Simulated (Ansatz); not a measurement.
Take NaI in the rock salt structure (space group Fm-3m, No. 225; a = 6.460 Å) as the base.

Method: r2SCAN, PAW, 500 eV (Ansatz, a first-principles code; without spin-orbit coupling).

For the base:

| Property | Value |
|---|---|
| Electron mass | 0.28 mₑ (at Γ) |
| Hole mass | 0.41, 1.6, 1.6 mₑ (at Γ) |

Now apply this change: a hydrostatic pressure of 100 GPa.

Task: Predict the new electron mass.

Result: The electron mass goes from 0.28 mₑ (at Γ) to 1.1 mₑ along k, 0.18 mₑ across (at X).

Task: How does this affect the hole mass?

Result: The hole mass (degenerate bands, along [100]) becomes 0.23, 0.45, 0.45 mₑ (at Γ) (base: 0.41, 1.6, 1.6 mₑ (at Γ)).

Spin-orbit coupling, missing from the scalar runs, can matter with I. The levels and masses belong to the bands next to the band gap. Load acts through the strain it causes; cell and atoms are relaxed under it. Masses are band curvatures over ±0.01 Å⁻¹ around the edge. Along k means along the line from Γ to the band edge. No phonon test of stability was made. Competing high-pressure phases were not computed.
